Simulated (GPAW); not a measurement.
## σxx against uniaxial strain in diamond-structure Sn (space group 227): C11 (GPAW, LDA)

```xyz
2
Lattice="0.0000 3.2290 3.2290 3.1805 0.0000 3.2290 3.1805 3.2290 0.0000" Properties=species:S:1:pos:R:3 pbc="T T T"
Sn     3.1805     3.2290     3.2290
Sn     4.7708     4.8435     4.8435
```

Computed with LDA (Perdew-Wang 92), GPAW PAW datasets LDA (gpaw-data 1.0.1) (plane waves; GPAW 25.7.0). Settings: mode = pw; ecut = 585 eV; xc = LDA; kpts = 10 10 10; mesh shift (steps) = 0 0 0; occupations.name = fermi-dirac; occupations.width = 0.01 eV; nbands = -4; convergence.density = 1e-06 e/electron; convergence.energy = 1e-06 eV/electron; convergence.bands = -2; symmetry.symmorphic = false; symmetry.tolerance = 0.0005; maxiter = 120. The cell above is the first row's. The rows stretch one cube axis (x) by the strain ε and hold the other two. Stress is positive in tension. In all rows fractional positions and the k mesh are held.

```csv
ε (%),σxx (GPa)
-1.5,-1.01
-1.0,-0.65
-0.5,-0.30
0.0,0.04
0.5,0.37
1.0,0.69
1.5,1.00
2.0,?
```

Q: Fit σxx against ε with a parabola, and predict the withheld value at ε = 2.0.

A: Least squares gives σxx = 0.040 + 0.6700·ε - 0.0200·ε². Residuals (row less fit): 0.000, 0.000, 0.000, 0.000, 0.000, 0.000, 0.000; standard error 0.000 (degrees of freedom: 4). The slope at ε = 0, 0.6700 GPa per cent, gives C11 ≈ 100 × 0.6700 = 67 GPa, for the static lattice. At the withheld row, σxx = 0.040 + 0.6700 × 2.0 - 0.0200 × 2.0² = 1.300 GPa. The calculation gives 1.27 GPa, 0.030 GPa below the prediction (1.3 % of the range of σxx in the table). The row lies outside the fitted rows, so this is an extrapolation.

Carrying the step between the two nearest rows on in a straight line would have given 1.31, off by 0.04; series whose last step already gives the withheld value aren't shown. The reference cell has the volume at which an earlier scan in this program and functional put its minimum by a fit. This is grey tin, the low-temperature phase. The runs keep the symmetry of the cell, so they don't test it for distortions. The unstrained cell stands at a pressure of -0.04 GPa, and the constants belong to that pressure. By symmetry this strain leaves no force on the atoms; the largest in the rows is 0.000 eV/Å. Without a gap such slopes are sensitive to mesh and smearing. Cutoffs and mesh are single choices, not tested for convergence of this quantity. Series with a scatter that would blur these digits, or in which a gap closes, are not shown. Strain series were run only where this level's volume lies within 10 % of a first guess from the measured size.
